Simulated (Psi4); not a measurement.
Psi4 1.11, BP86/def2-svp: Ti(F)3(OtBu) (CC(C)(C)[O][Ti]([F])([F])[F]), 18 atoms. The geometry is a generated start, not checked to be a minimum at this level.

* **task**: energy
* **method**: bp86
* **basis**: def2-svp
* **memory**: 3 GB
* **maxiter**: 100
* **keys of the molecule block**: symmetry c1
* **scf_type**: df (default)
* **e_convergence**: 1e-06 (default)
* **d_convergence**: 1e-06 (default)
* **dft_radial_points**: 75 (default)
* **dft_spherical_points**: 302 (default)
* **basis functions**: 188
* **grid points**: 379955

```xyz
18

Ti    -0.6873     1.3673     1.7678
F      0.9612     1.6011     2.1792
F     -1.4352     0.5928     3.1079
F     -1.3523     2.9045     1.3829
O     -0.9824     0.3779     0.4468
C     -0.0717    -0.2872    -0.3856
C      0.7497    -1.2437     0.4987
C     -0.8467    -1.0641    -1.4571
C      0.8340     0.7785    -1.0291
H      1.4526    -1.8179    -0.1002
H      0.0693    -1.9284     1.0085
H      1.2981    -0.6656     1.2514
H     -1.5185    -1.7712    -0.9756
H     -0.1662    -1.6024    -2.1102
H     -1.4408    -0.3713    -2.0483
H      1.3768     1.3199    -0.2455
H      0.2136     1.4884    -1.5790
H      1.5456     0.3215    -1.7126
```

Charge 0 and multiplicity 1 are set for this test and not shown to be the ground state.

With the defaults (diis_max_vecs = 10, diis = true, scf_initial_accelerator = adiis, damping_percentage = 0, soscf = false, level_shift = 0, level_shift_cutoff = 0.01, guess = auto, which took SAD) it converges in 12 SCF iterations. One run each on 2 threads, with these changes:
- guess = core
- guess = sap
- soscf = true
- diis = false, scf_initial_accelerator = none, damping_percentage = 60
- level_shift = 0.1, level_shift_cutoff = 0.001
- diis_max_vecs = 20
- diis_max_vecs = 3
- guess = sadno
- scf_initial_accelerator = none

Problem. Name the settings that don't reach the solution of the defaults.

Solution. No convergence: diis_max_vecs = 3; diis = false, scf_initial_accelerator = none, damping_percentage = 60 (the run ends without SCF convergence in 100 iterations). The rest reach the solution of the defaults.

```csv
setting,SCF iterations,JK calls,end
soscf = true,8,29,same solution
the defaults,12,13,same solution
"level_shift = 0.1, level_shift_cutoff = 0.001",12,13,same solution
diis_max_vecs = 20,12,13,same solution
scf_initial_accelerator = none,12,13,same solution
guess = sadno,13,13,same solution
guess = sap,15,15,same solution
guess = core,21,21,same solution
diis_max_vecs = 3,100,101,no convergence
"diis = false, scf_initial_accelerator = none, damping_percentage = 60",100,101,no convergence
```

An SOSCF iteration holds several JK calls; a Hückel guess adds calls on atoms. 1 further run of the study ended by our limits or in an error and is left out.
